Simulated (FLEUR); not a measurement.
Input and output of a self-consistent single point for ZrNbCN (R3m, 4 atoms in the cell) (FLEUR).

Method: FLEUR with LDA (Vosko-Wilk-Nusair), all-electron FLAPW (FLEUR), scalar-relativistic valence.

The change in words: lattice scaled by 0.98. Reference geometry:
```
CELL_PARAMETERS angstrom
      1.60271     0.92533     5.26529
     -1.60271     0.92533     5.26529
      0.00000    -1.85065     5.26529
ATOMIC_POSITIONS crystal
  Zr 0.25235 0.25235 0.25235
  Nb 0.74678 0.74678 0.74678
  C  0.00328 0.00328 0.00328
  N  0.49759 0.49759 0.49759
```

Reference input (self-consistent single point, DFT, LDA (Vosko-Wilk-Nusair), all-electron FLAPW (FLEUR), scalar-relativistic valence): Kmax = 4.4 1/bohr; GmaxXC = 17.6 1/bohr; xcFunctional = vwn; jspins = 1; l_soc = F; mode = hist; fermiSmearingEnergy = 0.00367493 Htr; mesh (inpgen div1-3) = 11 11 11; inpgen gamma flag = false; Gmax = 17.6 1/bohr; numbands = 0; maxIterBroyd = 99. This run's input differs from it in these lines:

```diff
@@ -3,5 +3,5 @@
 &input film=f /
-3.0286864018 1.7486129093 9.9499617359
--3.0286864018 1.7486129093 9.9499617359
-0.0000000000 -3.4972258187 9.9499617359
+2.9681126605 1.7136401390 9.7509623253
+-2.9681126605 1.7136401390 9.7509623253
+-0.0000000000 -3.4272817915 9.7509620593
 1.0
@@ -46,5 +46,5 @@
          <bravaisMatrix>
-            <row-1>    3.0286864017999999     1.7486129093000000     9.9499617359000005</row-1>
-            <row-2>   -3.0286864017999999     1.7486129093000000     9.9499617359000005</row-2>
-            <row-3>    0.0000000000000000    -3.4972258187000000     9.9499617359000005</row-3>
+            <row-1>    2.9681126605000001     1.7136401390000000     9.7509623252999997</row-1>
+            <row-2>   -2.9681126605000001     1.7136401390000000     9.7509623252999997</row-2>
+            <row-3>    0.0000000000000000    -3.4272817915000000     9.7509620593000008</row-3>
          </bravaisMatrix>
```

Output, abridged:

```
 Iteration:     1   Distance:      31.37435764 me/bohr^3
 Iteration:     2   Distance:      26.22052251 me/bohr^3
 Iteration:     3   Distance:       9.19283795 me/bohr^3
 Iteration:     4   Distance:       9.46806038 me/bohr^3
 Iteration:     5   Distance:       8.17455383 me/bohr^3
   [... 11 lines left out ...]
 Iteration:    17   Distance:       0.00013178 me/bohr^3
 Iteration:    18   Distance:       0.00001894 me/bohr^3
 Iteration:    19   Distance:       0.00001780 me/bohr^3
 Iteration:    20   Distance:       0.00000393 me/bohr^3
 Reset of history
 Run finished successfully
 Stop message:
   Structural relaxation: new displacements generated

[file out, last iteration]
             iter=     21
[...]
          total density-effective poten   -1.2171501815E+04
          total charge density-energy d   -2.3722589343E+02
 Updated energy parameters for spin:           1
[...]
 fermi energy and band-weighting factors:
    0.830179    0.830179    0.860360

[...]
FERMIE:
          first approx. to ef    (T=0)  :   0.588104 htr   (energy of the highest occ. eigenvalue)
          number of occ. states  (T=0)  :       2492
          first approx. to seigv (T=0)  :  -4.680893 htr
          sum of weights of occ. states :  17.000000
          sum of semicore charge        :   0.000000 e
FERHIS:  Fermi-Energy by histogram:
          bandgap                     :   0.001182 htr
   [... lines left out ...]
          charge neutrality (T=0)     :   0.000000    (zero if the highest occ. eigenvalue is "entirely" occupied)
     EF_NEWTON:  Adjust Fermi-Energy by Newton-Method.
 Direct bandgap for spin            1 :    9.5477241823933579E-003  Htr
 ---->    free energy=                     -7504.1749512908 htr
   [... lines left out ...]
 TOTAL FORCE FOR ATOM TYPE=  2  X=  0.000   Y=  0.000   Z= -7.408
                       FX_TOT= 0.000000 FY_TOT= 0.000000 FZ_TOT= 0.010658
 TOTAL FORCE FOR ATOM TYPE=  3  X=  0.000   Y=  0.000   Z=  0.096
                       FX_TOT= 0.000000 FY_TOT= 0.000000 FZ_TOT=-0.000166
 TOTAL FORCE FOR ATOM TYPE=  4  X=  0.000   Y=  0.000   Z= 14.556
                       FX_TOT= 0.000000 FY_TOT= 0.000000 FZ_TOT=-0.002219
```

The run converged in 20 iterations. FLEUR gives forces in its relaxation mode, with a further iteration, so its stop message speaks of a relaxation. Against the reference run the free energy goes down by 7.0 meV/atom and the largest force goes from 0.252 to 0.548 eV/Å.

The starting cell comes from a database of computed structures (which also holds hypothetical and non-ambient phases and stackings), without a prior relaxation at this level. Its lattice was rescaled by a random factor within 2.5 % of one. For this run, on top of that: lattice scaled by 0.98. Spin polarisation is off. Values depend on the basis (sphere radii, cutoffs, local orbitals), which need not be converged. The log's line on a gap gives a spacing of levels on this mesh, which the program prints for metals too.

Cost on one core of a shared machine: roughly 7 min.
